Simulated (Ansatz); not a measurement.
# A computed series for MgO: pressure series

Start from MgO in the rock salt structure (space group Fm-3m, No. 225; a = 4.2539 Å).

Cell and atoms are relaxed at each pressure.

Method: PBE (Ansatz, a quantum-chemistry and plane-wave program; PAW; 420 eV plane waves; scalar-relativistic without spin-orbit coupling).

Notes on the quantities. enthalpy: H = E + PV relative to the base's energy.

```
change                 enthalpy  volume per atom    band gap   electron mass
----------------  -------------  ---------------  ----------  --------------
base                          –          9.62 Å³     4.46 eV  0.34 mₑ (at Γ)
pressure −2 GPa   -0.12 eV/atom          9.76 Å³     4.33 eV  0.34 mₑ (at Γ)
pressure −1 GPa   -0.06 eV/atom          9.69 Å³     4.40 eV  0.33 mₑ (at Γ)
pressure 0.3 GPa  +0.02 eV/atom          9.60 Å³  (withheld)  0.34 mₑ (at Γ)
pressure 0.7 GPa  +0.04 eV/atom          9.58 Å³     4.50 eV  0.34 mₑ (at Γ)
pressure 1.5 GPa  +0.09 eV/atom          9.53 Å³     4.55 eV  0.34 mₑ (at Γ)
pressure 3 GPa    +0.18 eV/atom          9.44 Å³     4.64 eV  0.34 mₑ (at Γ)
pressure 5 GPa    +0.30 eV/atom          9.32 Å³     4.76 eV  0.35 mₑ (at Γ)
pressure 7.5 GPa  +0.44 eV/atom          9.19 Å³     4.90 eV  0.35 mₑ (at Γ)
pressure 10 GPa   +0.58 eV/atom          9.07 Å³     5.04 eV  0.36 mₑ (at Γ)
```

Task: Some entries are withheld; estimate them.

Result: 
- pressure 0.3 GPa, band gap: 4.48 eV

Load acts through the strain it causes; cell and atoms are relaxed under it. Masses are band curvatures over ±0.01 Å⁻¹ around the edge. Whether these cells are dynamically stable was not tested. No other phases were tried under pressure. The base started in Pnma and relaxed to Fm-3m at this level.
